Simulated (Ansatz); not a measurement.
Au on the Al site (Au_Al) in wurtzite AlN: one set of geometries, relaxed with PBE, evaluated in Ansatz (PAW, plane waves to 420 eV, 500 eV under r2SCAN) with PBE, r2SCAN.

Cell and caveats: 96-site cell; 2×2×2 shifted k-points; start: the Al site; charged states image-corrected; no spin–orbit coupling; not converged in cell size; flagged in the runs: a host whose relaxation on this sampling wasn't shown to rest, a strain field that reaches the edge of the cell.

```json
[
 {"quantity": "host gap (eV)", "PBE": "4.03", "r2SCAN": "4.67"},
 {"quantity": "ε(+1/0) above the VBM (eV)", "PBE": "0.54", "r2SCAN": "0.75"},
 {"quantity": "largest moment on one atom at charge +1 (μB)", "PBE": "0.59", "r2SCAN": "0.60"},
 {"quantity": "neutral formation energy against fcc Al, fcc Au (eV)", "PBE": "8.05", "r2SCAN": "8.41"},
 {"quantity": "largest moment on one atom at charge 0 (μB)", "PBE": "0.45", "r2SCAN": "0.47"}
]
```

PBE narrows the gap by 0.64 eV against r2SCAN, the highest level run, and puts the level shown 0.21 eV lower above the valence-band maximum (from the rounded values).

Ansatz is a quantum-chemistry and plane-wave program.
